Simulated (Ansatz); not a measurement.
Hexagonal WC, treated with PBE-D4 (PAW; Ansatz, a first-principles code).

Numerical settings: plane-wave cutoff 520 eV, 24×24×20 k mesh (along the axes of the cell as run), Fermi–Dirac smearing 0.05 eV, no spin polarisation, scalar-relativistic PAW data made under PBE.

Cell (relaxed at this level):

```cif
data_CW
_chemical_formula_sum 'W1 C1'
_space_group_name_H-M_alt 'P-6m2'
_space_group_IT_number 187
_space_group_name_Hall 'P -6 2'
_cell_length_a 2.90348
_cell_length_b 2.90348
_cell_length_c 2.83251
_cell_angle_alpha 90.000
_cell_angle_beta 90.000
_cell_angle_gamma 120.000
loop_
_atom_site_label
_atom_site_type_symbol
_atom_site_symmetry_multiplicity
_atom_site_Wyckoff_symbol
_atom_site_fract_x
_atom_site_fract_y
_atom_site_fract_z
_atom_site_occupancy
W1 W 1 a 0.00000 0.00000 0.00000 1
C1 C 1 d 0.33333 0.66667 0.50000 1
```

Task: What does this level give for the bulk modulus and pressure derivative B′ of the bulk modulus?

Result: 
bulk modulus: 399 GPa
pressure derivative B′ of the bulk modulus: 4.3

The run finds no gap.

Measured, for comparison: bulk modulus 384 ± 0.8 GPa (room temperature, no zero-point or thermal correction, adiabatic, ultrasonic, our sources range from 377 to 412; as tabulated in Compression behavior of WC and WC-6%Co up to 50 GPa (OSTI 1006718)). Computed (rounded) less measured: bulk modulus +4 % (inside the range of the sources held).

Note: the bulk modulus comes from volumes at which shape and atoms were relaxed.

Spin–orbit coupling is not included.

The computed numbers hold no vibrational or temperature effects.

The result took very roughly 13 core-minutes.
